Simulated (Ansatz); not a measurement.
The starting structures come from a database of crystals and need not be the phases stable at ambient conditions.

By PBEsol, the system below comes out a metal.

Without scattering a metal conducts by its projected Fermi surface.

Given:

```
Cu
1.0
    4.11257     0.00000     0.00000
    0.00000     4.38919     0.00000
    0.00000     2.19459     1.30506
Cu
2
Direct
  0.75000   0.66667   0.00000
  0.25000   0.33333   0.00000
```

Space group of this cell: Cmcm. The cell is strained (lengths along the current scaled by 1.03, ions clamped); by PBEsol its mean pressure is -5.8 GPa.

The current flows along the normal of the first two printed cell vectors. No spin-orbit coupling; the value is a mean over 0.1 eV about the Fermi level.

**Question.** Compute, with PBEsol run with Ansatz (a quantum-chemistry and plane-wave program), the ballistic conductance per area.

**Answer.** 1.1 × 10¹⁵ S/m² for both spins.
